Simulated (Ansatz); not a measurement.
Here is the system:

```xyz
10
Lattice="4.9974 0.0000 0.0000 -2.4987 4.3279 0.0000 2.4987 1.4426 4.4836" Properties=species:S:1:pos:R:3 pbc="T T T"
Ga     2.4987     1.4426     2.5411
Ga     2.4987     4.3279     1.9424
Ga     4.9974     2.8853     4.1842
Ga     0.0000     2.8853     0.2994
O      3.2562     2.7547     1.1209
O      1.7412     3.0158     3.3627
O      0.9837     1.4426     1.1209
O      4.0137     4.3279     3.3627
O      0.7575     4.4585     1.1209
O      4.2399     1.3120     3.3627
```

Space group of this cell: R-3c, corundum. The cell is taken as given; by r2SCAN its mean pressure is -1.4 GPa.

Calculation: r2SCAN (plane waves, PAW; Ansatz, a quantum-chemistry and plane-wave program).

The current runs along the normal of the first two printed vectors; no spin-orbit coupling. Scaled by the factor s: all lengths (ions clamped). Meshes 8×8×8 and 12×12 across the current in all rows.

```json
[
 {"s": "0.98", "mean pressure (GPa)": "14.6", "slowest mid-gap decay constant κ (1/Å)": "0.280"},
 {"s": "1.00", "mean pressure (GPa)": "-1.4", "slowest mid-gap decay constant κ (1/Å)": "0.244"},
 {"s": "1.02", "mean pressure (GPa)": "-13.3", "slowest mid-gap decay constant κ (1/Å)": "?"}
]
```

### Question
Take the slope of the slowest mid-gap decay constant κ against ln s from the two given rows, extrapolate to s = 1.02, and say what the run there gives.

### Answer
Slope = (0.280 − 0.244) / ln 0.98 = -1.78 1/Å. The line gives 0.244 + (-1.78) × ln 1.02 = 0.209 1/Å. The run gives 0.209 1/Å, as the line does.
